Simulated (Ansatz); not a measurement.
The reference is BeS in the rock salt structure (space group Fm-3m, No. 225; a = 4.629 Å; a hypothetical phase, not in the database extracts checked).

Computed with Ansatz (an electronic-structure program) PBE, no spin-orbit coupling.

Base values:

| Quantity | Value |
|---|---|
| Width of the top valence band | 3.96 eV |
| Lattice parameter a | 4.629 Å |
| Smallest direct gap | 4.16 eV |
| Gap character | indirect, K–Γ (58 % along) → X |

The change: hydrostatic tension (pressure −1 GPa).

Q: What does the calculation give for the width of the top valence band, lattice parameter a, smallest direct gap and gap character after the change?

A: The width of the top valence band falls by 0.04 eV (3.96 eV → 3.92 eV); the lattice parameter a increases by 0.015 Å to 4.644 Å; the smallest direct gap shrinks by 0.04 eV, from 4.16 eV to 4.12 eV; the gap character is still indirect, K–Γ (58 % along) → X.

Load acts through the strain it causes; cell and atoms are relaxed under it. No phonon test of stability was made.
